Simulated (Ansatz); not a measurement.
The parent structure is CdTe in the zinc blende structure (space group F-43m, No. 216; a = 6.489 Å).

Method: PBEsol in Ansatz (plane waves to 420 eV, PAW, no spin-orbit coupling).

For the base:

* **Valley order**: Γ 0.65 eV; L along ⟨111⟩ 1.74 eV

One thing is altered: the cell is scaled by 1.0250 in all directions; the atoms relax in the strained cell.

How does this affect the valley order and energy relative to the base?

The valley order (the lowest conduction-band minima on the path, energy above the VBM, named in the base's zone) goes from Γ 0.65 eV; L along ⟨111⟩ 1.74 eV to Γ 0.44 eV; L along ⟨111⟩ 1.66 eV; the energy increases by 22 meV/atom.

With Te present, leaving out spin-orbit coupling can change the band edges. The levels and masses belong to the bands next to the band gap. Stability against distortions was not tested.

Ansatz is a quantum-chemistry and plane-wave program.
